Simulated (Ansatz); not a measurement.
The parent structure is ZnCu2SnS4 (space group I-4, No. 82; a = 5.468 Å, c = 10.935 Å). Axes: x, y, z lie along a, b, c of the conventional cell.

One thing is altered: uniaxial strain ε_zz = −5.04 %, all other strain components held at zero, atoms relaxed at fixed cell.

Calculations: Ansatz (a program for electronic structure), PBE, PAW, cutoff 420 eV, no spin-orbit coupling.

Give the band edges at the high-symmetry points of the new zone, measured from its valence-band maximum.


```tsv
point	valence edge (eV)	conduction edge (eV)
Γ	0.00	0.12
X	-0.51	0.46
P	-0.73	0.71
N	-0.60	1.51
M	-1.06	1.20
S	-0.63	1.40
S₀	-0.63	1.40
R	-0.70	0.75
G	-0.70	0.75
```

The gap is 0.12 eV, direct at Γ.

Stability against distortions was not tested. All final runs are without spin polarisation. Gaps under 0.05 eV, about the width of the smearing, are given as zero. The zero or small gap of ZnCu2SnS4 can change with the level of theory.
